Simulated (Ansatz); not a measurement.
Consider Se (space group P3_121, No. 152; a = 4.039 Å, c = 5.120 Å; made of chains).

Modification: an isotropic linear strain of −3.31 %, atoms relaxed at fixed cell.

Levels (all Ansatz, a quantum-chemistry and plane-wave program, PAW, earlier PAW set): PBEsol (420 eV, scalar-relativistic without spin-orbit coupling); r2SCAN (500 eV, scalar-relativistic without spin-orbit coupling); HSE06 (420 eV, no spin-orbit coupling); HSE06+SOC (420 eV, with spin-orbit coupling).

At the geometry relaxed with PBEsol, these levels gave the following band gaps, in shuffled order: (a) 0.71 eV, (b) 0.83 eV, (c) 0.46 eV, (d) 0.22 eV.

Problem. Match each gap to its level.

Solution. (a) HSE06+SOC; (b) HSE06; (c) r2SCAN; (d) PBEsol.

Single points use the geometry relaxed with PBEsol. HSE06 was sampled on its mesh, a few special points and the semilocal edge points, so its gap is an upper bound. The spin-orbit shifts are approximate. Stability against distortions was not tested. No dispersion term is included in the PBEsol runs. A zero or small gap of Se under isotropic strain −3.31 % can be the functional's error rather than a property of the material.
